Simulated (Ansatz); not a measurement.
Short convergence ladders for ZnAg2SnS4 (Fmm2, 8 atoms in the cell)

```yaml
crystal:
  lattice:
    - [-2.77495, 2.77495, 6.05277]
    - [2.77495, -2.77495, 6.05277]
    - [2.77495, 2.77495, -6.05277]
  atoms:
    - { symbol: Zn, position: [0.00413, 0.00413, 0.00000] }
    - { symbol: Ag, position: [0.75000, 0.25000, 0.50000] }
    - { symbol: Ag, position: [0.25000, 0.75000, 0.50000] }
    - { symbol: Sn, position: [0.50000, 0.50000, 0.00000] }
    - { symbol: S, position: [0.63948, 0.12892, 0.00000] }
    - { symbol: S, position: [0.87108, 0.87108, 0.51056] }
    - { symbol: S, position: [0.12892, 0.63948, 0.00000] }
    - { symbol: S, position: [0.36052, 0.36052, 0.48944] }
```

Base method: PBEsol, default PAW files made with PBE (plane waves; Ansatz, a first-principles code).

Base settings: basis.ecutwfc = 420 eV; kpoints.mp_grid.grid = 3 3 3; hamiltonian.xc = pbesol; hamiltonian.pseudopotentials = {kind: paw} (the program's default PAW files); scf.occupations.method = fermi_dirac; scf.occupations.width = 0.01 eV.

The count of work is k-points × plane waves × bands × iterations; it is no time. Core times come from one kind of shared machine, to one figure; runs under 30 s give none.

**The cutoff for other potential files**

Level: DFT, PBEsol, plane waves, harder PAW files (source: ansatz) made with PBE.

In this ladder: hamiltonian.pseudopotentials = {kind: paw, source: ansatz}.

The second cell is the first with its lattice scaled by 0.98.

The mesh stays at the base's, so the ladder's end is converged at best in this setting alone.

The first pressure column holds Ansatz's estimate of the finite-basis (Pulay) stress, which hides part of the cutoff error; the other is without it.

Only quantities that move along the ladder and can be compared are tabulated.

```tsv
basis.ecutwfc	free energy less the last step's (meV/atom)	energy of the compressed cell less the first (meV/atom)	pressure (GPa)	pressure without the Pulay estimate (GPa)	largest difference of a force vector from the last step's (eV/Å)	count of work / last	core time / last (rough)
295 eV	7641.44	-44.41	-2.83	-274.02	0.184	0.10	–
365 eV	1148.66	-2.43	-2.56	-56.56	0.041	0.14	–
460 eV	66.55	-6.71	-2.60	-7.16	0.009	0.21	–
560 eV	1.87	-6.28	-2.60	-2.76	0.001	0.28	–
660 eV	0.46	-6.27	-2.60	-2.60	0.000	0.35	–
790 eV	0.27	-6.27	-2.60	-2.60	0.000	0.46	0.5
990 eV	0.13	-6.27	-2.60	-2.60	0.000	0.65	0.7
1320 eV	0.00	-6.27	-2.60	-2.60	0.000	1.0	1
```

Coarsest basis.ecutwfc that holds the forces within 0.005 eV/Å of the last step, with all finer ones: 560 eV, at 0.28 of the last step's count of work; the step before is off by 0.009 eV/Å.

Coarsest basis.ecutwfc that holds the pressure without the Pulay estimate within 0.1 GPa of the last step, with all finer ones: 660 eV, at 0.35 of the last step's count of work; the step before is off by 0.16 GPa.

Coarsest basis.ecutwfc that holds the energy of the compressed cell less the first within 1 meV/atom of the last step, with all finer ones: 460 eV, at 0.21 of the last step's count of work; the step before is off by 3.8 meV/atom.

The energy difference between the two cells stays within 1 meV/atom of the last step's from 460 eV on, the total only from 660 eV on: much of the error is common to both cells and cancels.

At the lowest cutoff the pressure without the Pulay estimate lies 271 GPa under the last step's, the usual sign of Pulay stress in an incomplete plane-wave basis.

**The density cutoff**

The mesh stays at the base's, so the ladder's end is converged at best in this setting alone.

Only quantities that move along the ladder and can be compared are tabulated.

```csv
basis.ecutrho_ratio,free energy less the last step's (meV/atom)
2,-1.53
3,-0.03
4,0.00
5,0.00
6,0.00
8,0.00
10,0.00
12,0.00
16,0.00
```

Coarsest basis.ecutrho_ratio that holds the free energy within 1 meV/atom of the last step, with all finer ones: 3; the step before is off by 1.5 meV/atom.

**The relaxed cell against the cutoff**

On ZnAg2SnS4 (I-42m, 8 atoms in the cell): atoms on their sites.

In this ladder: relax = cell and atoms.

The mesh stays at the base's, so the ladder's end is converged at best in this setting alone.

Only quantities that move along the ladder and can be compared are tabulated.

```csv
basis.ecutwfc,relaxed volume (Å³/atom),relaxation steps,core time / last (rough)
250 eV,22.559,20,0.9
295 eV,22.314,12,0.6
355 eV,22.259,7,0.4
420 eV,22.246,5,0.4
505 eV,22.245,5,0.5
630 eV,22.244,5,0.8
840 eV,22.244,5,1
```

Coarsest basis.ecutwfc that holds the relaxed volume within 0.111 Å³/atom of the last step, with all finer ones: 295 eV; the step before is off by 0.32 Å³/atom.

At the lowest cutoff the cell relaxes to a volume 1.4 % larger than at the highest. Ansatz relaxes on a stress corrected for the finite basis.

On the base run: the starting cell comes from a database of computed structures (which also holds hypothetical and non-ambient phases and stackings), without a prior relaxation at this level. Its lattice was rescaled by up to half a per cent. One atom was moved a little off its site on purpose.

Left out of this page: 1 run of the series stopped by limits of time or memory.

Keys are those of Ansatz 0.2.
